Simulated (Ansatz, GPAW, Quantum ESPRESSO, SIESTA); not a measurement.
**One structure in several programs: NbH (P1, 4 atoms in the cell)**

Self-consistent single point, at a second geometry (atoms moved at random). First geometry:

```
CELL_PARAMETERS angstrom
      1.85422    -2.40469     0.00000
      1.85422     2.40469     0.00000
      0.00000     0.00000     4.82729
ATOMIC_POSITIONS crystal
  Nb 0.75000 0.25000 0.26884
  Nb 0.25000 0.75000 0.73116
  H  0.25000 0.25000 0.00000
  H  0.75000 0.75000 0.00000
```

Second geometry:
```yaml
crystal:
  lattice:
    - [1.85422, -2.40469, 0.00000]
    - [1.85422, 2.40469, 0.00000]
    - [0.00000, 0.00000, 4.82729]
  atoms:
    - { symbol: Nb, position: [0.75478, 0.24530, 0.26717] }
    - { symbol: Nb, position: [0.22761, 0.73840, 0.73772] }
    - { symbol: H, position: [0.27514, 0.26152, 0.99988] }
    - { symbol: H, position: [0.74246, 0.75478, 0.99523] }
```

Shared settings, as Ansatz (a program for electronic structure) writes them: kpoints.mp_grid.grid = 11 11 7; scf.occupations.method = gaussian; scf.occupations.width = 0.136 eV. Potentials and cutoffs stand in the table.

```
code                                                                                                                                 model  ΔF from the first geometry (meV/atom)  pressure (GPa)  largest force (eV/Å)       cutoff
----------------  ------------------------------------------------------------------------------------------------------------------------  -------------------------------------  --------------  --------------------  -----------
SIESTA            LDA PW92, numerical atomic orbitals TZP, PseudoDojo LDA standard norm-conserving potentials (rewritten from UPF to PSML)                                   12.9          -12.35                 0.795  grid 300 Ry
Ansatz                                                                                                 LDA (PW92), PAW files made with PBE                                   11.5          -11.93                 0.694      default
GPAW                                                                         LDA (Perdew-Wang 92), GPAW PAW datasets LDA (gpaw-data 1.0.1)                                   11.3          -12.74                 0.672       800 eV
Quantum ESPRESSO                                                                       LDA (PZ), GBRV 1.5 ultrasoft (LDA) pseudopotentials                                   11.6          -12.05                 0.698        40 Ry
```

Size of the force on each atom (eV/Å): Sizes of forces hide their directions.

```
code                Nb1    Nb2     H3     H4
----------------  -----  -----  -----  -----
SIESTA            0.429  0.795  0.477  0.216
Ansatz            0.306  0.694  0.468  0.205
GPAW              0.287  0.672  0.468  0.202
Quantum ESPRESSO  0.309  0.698  0.468  0.205
```

On Ansatz's run: spin polarisation is off.

The spread over the programs that give each value: ΔF from the first geometry within 1.6 meV/atom; pressure within 0.81 GPa; largest force within 0.123 eV/Å.

SIESTA uses small atom-centred bases, whose incompleteness enters pressures, forces and empty levels differently from a plane-wave cutoff. Ansatz's pressure is given at a fixed set of plane waves, as the other plane-wave codes print theirs; with its correction for the finite basis it is -11.87 GPa. The same LDA comes in different parametrisations, which differ slightly. In the force vectors, SIESTA (by 0.146) lies more than 0.08 eV/Å from the median of the plane-wave programs.

The starting cell comes from a database of computed structures (which also holds hypothetical and non-ambient phases and stackings), without a prior relaxation at this level. Its lattice was rescaled by a random factor within 2.5 % of one. For this run, on top of that: atoms moved at random.

Keys are those of Ansatz 0.2.
